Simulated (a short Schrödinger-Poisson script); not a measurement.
Stack: MOS inversion layer, Si3N4 on p-type Si(110), at 300 K.

From the gate side: 3.7 nm Si3N4; 1900 nm Si, acceptors 5.1e16 cm⁻³.

Constants are typed, rounded textbook-type inputs, not results; the design itself was drawn at random and stands for no fabricated device. Si3N4: permittivity 7.5, conduction-band edge (eV) 1.95, gap (eV) 5.1, electron mass (mₑ) 0.5. Si: permittivity 11.7, conduction-band edge (eV) 0, gap (eV) 1.124, Nv at 300 K (cm⁻³) 3.1e19.

Channel valleys (confinement mass, in-plane density-of-states mass, number): Δ4 0.315, 0.324, 4; Δ2 0.19, 0.417, 2. At the gate the conduction-band edge of layer 1 lies 2.49 eV − eVg above the Fermi level of the channel; the field vanishes at the back. Gaps are held at their typed values at every temperature. Mesh 0.03 nm at interfaces.

Solved with a short Schrödinger-Poisson script written for these runs: 1D Poisson equation in equilibrium, electrons quantum, Hartree (BenDaniel-Duke, 12 states a valley, the channel's in-plane mass for all, wave functions free to enter the dielectric), parabolic valleys, classical holes, full ionisation, no traps, pinning or gate leakage.

```
Vg (V)  electrons (cm⁻²)  C (μF/cm²)  Δ4 E0 (meV from the Fermi level)  Δ2 E0 (meV from the Fermi level)
------  ----------------  ----------  --------------------------------  --------------------------------
0.45              8.10e9       0.114                             208.4                             216.6
0.6              3.64e11       0.826                             108.4                             117.7
0.75             1.32e12        1.17                              72.8                              84.1
0.9              2.48e12        1.30                              54.6                              67.6
1.05             3.73e12        1.37                              42.4                              56.8
1.2              5.03e12        1.42                              33.1                              48.9
1.35             6.37e12        1.45                              25.5                              42.5
1.5              7.74e12        1.48                              19.2                              37.2
1.65             9.14e12        1.50                              13.6                              32.6
1.8              1.05e13        1.51                               8.6                              28.4
1.95             1.20e13        1.53                               4.0                              24.7
2.1              1.34e13        1.54                              -0.2                              21.3
2.25             1.49e13        1.55                              -4.0                              18.1
2.4              1.63e13        1.56                              -7.7                              15.1
2.55             1.78e13        1.57                             -11.2                              12.3
2.7              1.93e13        1.58                             -14.4                               9.6
2.85             2.07e13        1.59                             -17.6                               7.0
```

Gate voltages with under 1e9 electrons/cm² are left out.

At Vg = 2.85 V the lowest Δ4 subband lies at -17.6 meV from the Fermi level. How many electrons does it hold, and what share of all?

The two-dimensional density of states is g m/(πħ²) = 5.41e11 cm⁻² meV⁻¹ (both spins), kT = 25.9 meV, so n = D kT ln(1 + exp(−E/kT)) = 1.53e13 cm⁻², 0.74 of the 2.07e13 cm⁻² in all.

Compare the slope of the sheet density between 2.55 and 2.85 V with the geometric capacitance of the layers between gate and channel.

q Δn/ΔV = 1.55 μF/cm²; ε0/Σ(t/ε) = 1.79 μF/cm². The ratio is 0.86: the channel acts as a further capacitance in series.
